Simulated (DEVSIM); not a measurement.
System: Schottky contact on n-type Si, at 350 K.

```tsv
layer (left to right)	material	thickness (μm)	Nd (cm⁻³)	τn (s)	τp (s)
1	Si	2.50	1e16	6.3e-7	6.3e-7
```

Left contact: Schottky, work function 4.69 eV, emission velocity 3.4e6 cm/s. Right contact: ohmic. Voltage is applied to the left contact. Recombination: SRH at mid-gap, radiative. Mobility is μmin + (μ − μmin)/(1 + (N/Nref)^α).

The device is made up for the run: typed textbook-type constants, with dimensions and the other settings drawn at random. Values at 300 K; Nc and Nv go as T^1.5, mobilities as T to minus their exponent, the gap by Varshni's rule with the affinity fixed.

```
parameter               Si
----------------  --------
gap (eV)             1.124
affinity (eV)         4.05
permittivity          11.7
Nc (cm⁻³)          2.86e19
Nv (cm⁻³)           3.1e19
μn (cm²/Vs)           1417
μp (cm²/Vs)            470
μn,min                  52
μp,min                  45
Nref,n              9.7e16
Nref,p              2.2e17
αn                    0.68
αp                    0.72
T exponent of μn       2.3
T exponent of μp       2.2
B (cm³/s)          4.7e-15
Varshni α (eV/K)  0.000473
Varshni β (K)          636
```

Model (solved in DEVSIM): 1D drift-diffusion, Boltzmann statistics, complete ionisation; no tunnelling, impact ionisation, image-force lowering or self-heating. Metal contacts follow the ideal Schottky-Mott rule: no Fermi-level pinning, no interface dipoles.

Question: Tabulate band edges, carrier densities and field at -10.0 V on the left contact.

Answer: Energies count from the Fermi level of the right contact; mesh points crowd at the junctions.

| x (μm) | Ec (eV) | Ev (eV) | n (cm⁻³) | p (cm⁻³) | field (V/cm) |
|---|---|---|---|---|---|
| 0.000 | 10.640 | 9.529 | 4.9e8 | 6.5e12 | -180000 |
| 0.01062 | 10.451 | 9.340 | 5.0e8 | 1.2e10 | -180000 |
| 0.02387 | 10.217 | 9.106 | 5.0e8 | 5800000 | -180000 |
| 0.04484 | 9.853 | 8.742 | 5.1e8 | 550000 | -170000 |
| 0.08318 | 9.204 | 8.094 | 5.3e8 | 540000 | -170000 |
| 0.1299 | 8.445 | 7.335 | 5.6e8 | 540000 | -160000 |
| 0.1968 | 7.416 | 6.305 | 6.0e8 | 530000 | -150000 |
| 0.3192 | 5.713 | 4.602 | 6.8e8 | 520000 | -130000 |
| 0.4682 | 3.952 | 2.841 | 8.4e8 | 500000 | -110000 |
| 0.6541 | 2.237 | 1.126 | 1.2e9 | 450000 | -78000 |
| 0.9484 | 0.615 | -0.496 | 5.4e10 | 220000 | -32000 |
| 1.438 | 0.247 | -0.864 | 1.0e16 | 3000000 | -11 |
| 1.767 | 0.247 | -0.864 | 1.0e16 | 6500000 | ≈ 0 |
| 1.996 | 0.247 | -0.864 | 1.0e16 | 8900000 | ≈ 0 |
| 2.184 | 0.247 | -0.864 | 1.0e16 | 1.1e7 | ≈ 0 |
| 2.287 | 0.247 | -0.864 | 1.0e16 | 1.2e7 | ≈ 0 |
| 2.352 | 0.247 | -0.864 | 1.0e16 | 1.3e7 | ≈ 0 |
| 2.404 | 0.247 | -0.864 | 1.0e16 | 1.3e7 | ≈ 0 |
| 2.447 | 0.247 | -0.864 | 1.0e16 | 1.4e7 | ≈ 0 |
| 2.470 | 0.247 | -0.864 | 1.0e16 | 1.4e7 | ≈ 0 |
| 2.487 | 0.247 | -0.864 | 1.0e16 | 1.4e7 | ≈ 0 |
| 2.500 | 0.247 | -0.864 | 1.0e16 | 1.4e7 | ≈ 0 |
